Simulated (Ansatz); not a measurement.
Mg₂NbN₃ (Cmcm, No. 63, 12 atoms in the cell; start mp-1029408) was calculated with LDA (Ansatz, an electronic-structure program, PAW).

Numerical settings: plane-wave cutoff 520 eV, 6×6×8 k mesh (along the axes of the cell as run), Fermi–Dirac smearing 0.01 eV, no spin polarisation, scalar-relativistic PAW data made under PBE.

Cell (relaxed with PBEsol):

Mg2NbN3 is taken in the orthorhombic space group Cmcm (No. 63), Pearson symbol oS24. Lattice parameters: a = 10.5723 Å, b = 6.3896 Å, c = 4.3261 Å, α = β = γ = 90.00°. Mg on 8g is coordinated by 5 N at 2.120–2.195 Å (trigonal bipyramidal). Nb on 4c sees 2 N at 1.921 Å and 1 N at 2.040 Å and 2 N at 2.170 Å (trigonal bipyramidal). N1 on 8g is surrounded by 1 Nb at 1.921 Å and 4 Mg at 2.120–2.171 Å (trigonal bipyramidal). N2 on 4c has 1 Nb at 2.040 Å and 2 Nb at 2.170 Å and 2 Mg at 2.195 Å (trigonal bipyramidal). (Neighbours: up to the widest gap in distance over summed covalent radii, below 1.35, at either atom; cation-cation and far metal-metal contacts left out.)
(The calculation used a cell of 12 atoms; values per cell refer to that cell.)

### Question
Estimate the band gap and smallest direct gap on the k points sampled that the calculation returns.

### Answer

* **band gap**: 1.61 eV
* **smallest direct gap on the k points sampled**: 1.72 eV

Note: cell and atoms aren't relaxed at this level (pressure -4.4 GPa).

Spin–orbit coupling is not included.

Static lattice: no zero-point or thermal effects.

It cost roughly 60 core-seconds of CPU time.

A start named mp-… is a Materials Project structure, which need not be a measured phase.
